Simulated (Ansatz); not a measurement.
## Effect of strain tensor (xx, yy, zz, yz, xz, xy) = (−1.77, +2.03, −1.58, +0.42, −0.42, −0.99) % on Ag

The reference is Ag in the fcc (Cu type) structure (space group Fm-3m, No. 225; a = 4.105 Å; relaxed with 0.1 eV smearing). Axes: x, y, z lie along the cube axes.

The change: strain tensor (xx, yy, zz, yz, xz, xy) = (−1.77, +2.03, −1.58, +0.42, −0.42, −0.99) %, atoms relaxed at fixed cell.

Computed with plane-wave PAW DFT at the r2SCAN level (Ansatz, a quantum-chemistry and plane-wave program, 500 eV), no spin-orbit coupling, earlier PAW set. Settings: 28×28×28 k-points, 0.1 eV Fermi–Dirac smearing.

```tsv
quantity	base	changed	shift
shortest interatomic distance	2.902 Å	2.842 Å	-0.0606 Å
energy relative to the base (free energy F)	0 meV/atom	+4.2 meV/atom	+4.2 meV/atom
band gap	zero	zero	–
stress (xx, yy, zz, yz, xz, xy; compression positive)	–	(2.1, 0.6, 2.0, -0.4, 0.5, 0.8) GPa	–
```

No phonon test of stability was made.
